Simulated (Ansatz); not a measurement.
Density of states of ZrPbO₃ (Amm2) below the valence band maximum, PBEsol with spin-orbit coupling, rigid bands (Ansatz, a first-principles code); cell volume 72.3 Å³.

```json
[
 {"energy from edge (eV)": "0.006", "10⁻³ states/eV/cell": "22.4"},
 {"energy from edge (eV)": "0.031", "10⁻³ states/eV/cell": "48.0"},
 {"energy from edge (eV)": "0.056", "10⁻³ states/eV/cell": "66.1"},
 {"energy from edge (eV)": "0.081", "10⁻³ states/eV/cell": "83.1"},
 {"energy from edge (eV)": "0.106", "10⁻³ states/eV/cell": "98.8"},
 {"energy from edge (eV)": "0.131", "10⁻³ states/eV/cell": "114"},
 {"energy from edge (eV)": "0.156", "10⁻³ states/eV/cell": "129"},
 {"energy from edge (eV)": "0.181", "10⁻³ states/eV/cell": "146"},
 {"energy from edge (eV)": "0.206", "10⁻³ states/eV/cell": "163"},
 {"energy from edge (eV)": "0.231", "10⁻³ states/eV/cell": "209"},
 {"energy from edge (eV)": "0.256", "10⁻³ states/eV/cell": "554"},
 {"energy from edge (eV)": "0.281", "10⁻³ states/eV/cell": "855"},
 {"energy from edge (eV)": "0.319", "10⁻³ states/eV/cell": "1210"},
 {"energy from edge (eV)": "0.344", "10⁻³ states/eV/cell": "1460"},
 {"energy from edge (eV)": "0.369", "10⁻³ states/eV/cell": "1800"},
 {"energy from edge (eV)": "0.394", "10⁻³ states/eV/cell": "1930"},
 {"energy from edge (eV)": "0.419", "10⁻³ states/eV/cell": "2090"},
 {"energy from edge (eV)": "0.444", "10⁻³ states/eV/cell": "2290"},
 {"energy from edge (eV)": "0.469", "10⁻³ states/eV/cell": "2630"},
 {"energy from edge (eV)": "0.494", "10⁻³ states/eV/cell": "2950"},
 {"energy from edge (eV)": "0.519", "10⁻³ states/eV/cell": "3300"},
 {"energy from edge (eV)": "0.544", "10⁻³ states/eV/cell": "3580"},
 {"energy from edge (eV)": "0.569", "10⁻³ states/eV/cell": "4820"},
 {"energy from edge (eV)": "0.594", "10⁻³ states/eV/cell": "5220"}
]
```

### Question
What effective density of states at 300 K does this give (∫ g(E) exp(−E/k_BT) dE, both spins, divided by the cell's size)?

### Answer
1.5e19 cm⁻³, a density-of-states mass of 0.69 mₑ, valleys and band degeneracy included.

Geometry: cell and atoms relaxed with PBEsol.

Formula and space group known from diffraction (Crystallography Open Database), not checked to be the room-temperature form: ZrPbO3 (Amm2).
